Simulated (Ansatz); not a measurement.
Given:

```yaml
crystal:
  lattice:
    - [-2.72159, 2.72159, 5.44002]
    - [2.72159, -2.72159, 5.44002]
    - [2.72159, 2.72159, -5.44002]
  atoms:
    - { symbol: Cu, position: [0.00000, 0.00000, 0.00000] }
    - { symbol: Cu, position: [0.75000, 0.25000, 0.50000] }
    - { symbol: Zn, position: [0.25000, 0.75000, 0.50000] }
    - { symbol: Sn, position: [0.50000, 0.50000, 0.00000] }
    - { symbol: S, position: [0.63496, 0.62847, 0.52132] }
    - { symbol: S, position: [0.10714, 0.11363, 0.47868] }
    - { symbol: S, position: [0.37153, 0.89286, 0.00649] }
    - { symbol: S, position: [0.88637, 0.36504, 0.99351] }
```

No spin polarisation.

The values are results of r2SCAN/PAW in Ansatz (a program for electronic structure), no spin-orbit coupling, earlier PAW set, not measurements. k-mesh 9×9×9 (Γ-centred); smearing 0.05 eV (Fermi–Dirac).

### Question
Predict the space group and valence-band top at Γ.

### Answer
* **Space group**: I-4 (No. 82)
* **Valence-band top at Γ (three highest levels, from the VBM)**: 0.00, -0.07, -0.07 eV

The levels and masses belong to the bands next to the band gap. The cells carry an imposed strain or load. Stability against distortions was not tested. All final runs are without spin polarisation. The cell was made from ZnCu2SnS4 (space group I-4, No. 82) by this change: isotropic strain +0.53 %.
